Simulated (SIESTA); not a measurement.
Worked example: self-consistent single point of Zn (P6_3/mmc, 4 atoms in the cell) in SIESTA.

Method of the run: GGA PBE, numerical atomic orbitals TZP, PseudoDojo PBE standard norm-conserving potentials (rewritten from UPF to PSML) run with SIESTA.

```yaml
crystal:
  lattice:
    - [2.73208, 0.00000, 0.00000]
    - [-1.36604, 2.36605, 0.00000]
    - [0.00000, 0.00000, 8.79049]
  atoms:
    - { symbol: Zn, position: [0.00000, 0.00000, 0.00000] }
    - { symbol: Zn, position: [0.00000, 0.00000, 0.50000] }
    - { symbol: Zn, position: [0.33333, 0.66667, 0.25000] }
    - { symbol: Zn, position: [0.66667, 0.33333, 0.75000] }
```

Reference input (self-consistent single point, DFT, GGA PBE, numerical atomic orbitals TZP, PseudoDojo PBE standard norm-conserving potentials (rewritten from UPF to PSML)): XC.functional = GGA; XC.authors = PBE; potentials = PseudoDojo PBE standard; PAO.BasisSize = TZP; PAO.EnergyShift = 0.005 Ry; MeshCutoff = 300 Ry; kgrid.MonkhorstPack = 11 11 3; OccupationFunction = FD; ElectronicTemperature = 1160.45 K; MaxSCFIterations = 150; SCF.Mixer.Method = Broyden; SCF.Mixer.Weight = 0.2. This run's input differs from it in these lines:

```diff
@@ -26,3 +26,3 @@
 PAO.BasisSize                TZP
-PAO.EnergyShift              0.005 Ry
+PAO.EnergyShift              0.001 Ry
 MeshCutoff                   300 Ry
```

Output, abridged:

```
        iscf     Eharris(eV)        E_KS(eV)     FreeEng(eV)     dDmax    Ef(eV) dHmax(eV)
   scf:    1   -22721.464135   -22737.637802   -22737.665100 13.391883  1.326721 15.154868
   scf:    2   -22755.284460   -22747.461020   -22747.480110  0.555506  0.632073  7.622344
   scf:    3   -22751.994715   -22750.381373   -22750.397425  0.375317  0.040534  0.953727
   scf:    4   -22750.382897   -22750.400207   -22750.416247  0.123625 -0.105663  0.307488
   scf:    5   -22750.410993   -22750.410161   -22750.426060  0.393582 -0.175290  0.149630
   [... 12 lines left out ...]
   scf:   18   -22750.411259   -22750.411259   -22750.427148  0.000019 -0.184151  0.000170
   scf:   19   -22750.411259   -22750.411259   -22750.427148  0.000014 -0.184148  0.000132
   scf:   20   -22750.411259   -22750.411259   -22750.427148  0.000011 -0.184146  0.000103
   scf:   21   -22750.411259   -22750.411259   -22750.427148  0.000009 -0.184145  0.000081
SCF Convergence by DM+H criterion
max |DM_out - DM_in|         :     0.0000086682
max |H_out - H_in|      (eV) :     0.0000808619
SCF cycle converged after 21 iterations

Using DM_out to compute the final energy and forces

siesta: E_KS(eV) =           -22750.4113

siesta: E_KS - E_eggbox =    -22750.4113

siesta: Atomic forces (eV/Ang):
     1   -0.000000   -0.000000    0.000000
     2   -0.000000   -0.000000   -0.000000
     3    0.000041   -0.000023    0.000000
     4   -0.000041    0.000023    0.000000
   Tot   -0.000000    0.000000    0.000000
   Max    0.000041
   Res    0.000019    sqrt( Sum f_i^2 / 3N )
   Max    0.000041    constrained

Stress tensor Voigt[x,y,z,yz,xz,xy] (kbar):      -38.97      -38.62      -67.47       -0.00       -0.00        0.31
(Free)E + p*V (eV/cell)   -22748.7122
   [... lines left out ...]
siesta: FreeEng =    -22750.427148
   [... lines left out ...]
siesta:    -0.024325    0.000191    0.000000
siesta:     0.000191   -0.024105    0.000000
siesta:    -0.000000   -0.000000   -0.042110

siesta: Cell volume =         56.823857 Ang**3

siesta: Pressure (static):
siesta:                Solid            Molecule  Units
siesta:           0.00032870          0.00032871  Ry/Bohr**3
siesta:           0.03018029          0.03018072  eV/Ang**3
siesta:          48.35415198         48.35484475  kBar
```

The run converged in 21 iterations. Against the reference run the free energy drops by 386 meV/atom and the pressure goes from -0.92 to 4.84 GPa.

The starting cell was generated: these elements placed on a structure prototype, without a prior relaxation; it need not be a known phase or ordering of this composition. Its lattice was rescaled by a random factor within 2.5 % of one. Values carry the incompleteness of an atom-centred basis.

Cost on one core of a shared machine: roughly 60 s.
